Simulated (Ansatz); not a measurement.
**A computed series for Ru: response to strain**

The reference is Ru in the hcp (Mg type) structure (space group P6_3/mmc, No. 194; relaxed with 0.1 eV smearing).

```
CELL_PARAMETERS angstrom
      2.69139     0.00000     0.00000
     -1.34570     2.33081     0.00000
      0.00000     0.00000     4.24891
ATOMIC_POSITIONS crystal
  Ru 0.66667 0.33333 0.75000
  Ru 0.33333 0.66667 0.25000
```

Cartesian axes are those of the cell as printed.

Strains are applied to the cell and any free atomic positions relax; under biaxial strain the out-of-plane vector relaxes too.

Computed with PBEsol, PAW, 420 eV (Ansatz, a program for electronic structure; no SOC).

Candidates:
(a) biaxial strain +3.00 %, plane normal [001], relaxed out of plane
(b) biaxial strain +1.00 %, plane normal [001], relaxed out of plane
(c) biaxial strain −2.50 %, plane normal [001], relaxed out of plane
(d) biaxial strain +1.50 %, plane normal [001], relaxed out of plane
(e) biaxial strain −3.00 %, plane normal [001], relaxed out of plane

Task: Order them by out-of-plane strain, highest first.

Result: (e) biaxial strain −3.00 %, plane normal [001], relaxed out of plane (+1.62 %), (c) biaxial strain −2.50 %, plane normal [001], relaxed out of plane (+1.34 %), (b) biaxial strain +1.00 %, plane normal [001], relaxed out of plane (-0.53 %), (d) biaxial strain +1.50 %, plane normal [001], relaxed out of plane (-0.80 %), (a) biaxial strain +3.00 %, plane normal [001], relaxed out of plane (-1.62 %)

Whether these cells are dynamically stable was not tested. The final runs are not spin-polarised.
